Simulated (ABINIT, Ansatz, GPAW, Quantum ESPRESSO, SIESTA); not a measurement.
# TePd3 (I4/mmm, 4 atoms in the cell) computed with different codes at matched settings

Self-consistent single point.

```yaml
crystal:
  lattice:
    - [-2.20553, 2.20553, 3.26346]
    - [2.20553, -2.20553, 3.26346]
    - [2.20553, 2.20553, -3.26346]
  atoms:
    - { symbol: Te, position: [0.00000, 0.00000, 0.00000] }
    - { symbol: Pd, position: [0.75000, 0.25000, 0.50000] }
    - { symbol: Pd, position: [0.25000, 0.75000, 0.50000] }
    - { symbol: Pd, position: [0.50000, 0.50000, 0.00000] }
```

All programs got the same cell, k-point mesh and kind of occupations (in Ansatz's words: kpoints.mp_grid.grid = 9 9 9; scf.occupations.method = gaussian; scf.occupations.width = 0.2 eV); potentials, basis and cutoffs are each program's usual ones.

```tsv
code	model	pressure (GPa)	k-points	cutoff
Ansatz	LDA (PW92), PAW files made with PBE	0.41	75	420 eV
ABINIT	LDA (PW92), PAW (JTH v2.0 LDA PAW)	1.67	75	48 Ry
GPAW	LDA (Perdew-Wang 92), GPAW PAW datasets LDA (gpaw-data 1.0.1)	0.18	75	550 eV
Quantum ESPRESSO	LDA (PZ), PSlibrary PAW (LDA) pseudopotentials	0.51	75	40 Ry
SIESTA	LDA PW92, numerical atomic orbitals TZP, PseudoDojo LDA standard norm-conserving potentials (rewritten from UPF to PSML)	0.80	365	grid 350 Ry
```

The spread over the programs that give each value: pressure within 1.49 GPa.

The starting cell comes from a database of computed structures (which also holds hypothetical and non-ambient phases and stackings), without a prior relaxation at this level. Its lattice was rescaled by a random factor within 2.5 % of one. On Ansatz's run: Spin-orbit coupling is off. Spin polarisation is off.

Problem. Why do the programs differ, and what cannot be compared?

Solution. Differences of this kind can come from the potentials, where these differ, and from what each basis and cutoff leave unconverged. The valence holds different numbers of electrons (Ansatz (an electronic-structure program) 70, ABINIT 60, GPAW 54, Quantum ESPRESSO 36, SIESTA 70). The zero of total energies and Fermi levels follows the potentials and each program's conventions, so they are not compared here. SIESTA uses small atom-centred bases, whose incompleteness enters pressures, forces and empty levels differently from a plane-wave cutoff. Ansatz's pressure is given at a fixed set of plane waves, as the other plane-wave codes print theirs; with its correction for the finite basis it is 0.46 GPa. The same LDA comes in different parametrisations, which differ slightly. The programs reduce the same mesh by symmetry to different extents, which changes the work and not the result. In the pressure, ABINIT (by 1.21) lies more than 1 GPa from the median of the plane-wave programs.

Left out of this page: Elk and FLEUR (not drawn, or without a comparable value).

Keys are those of Ansatz 0.2.
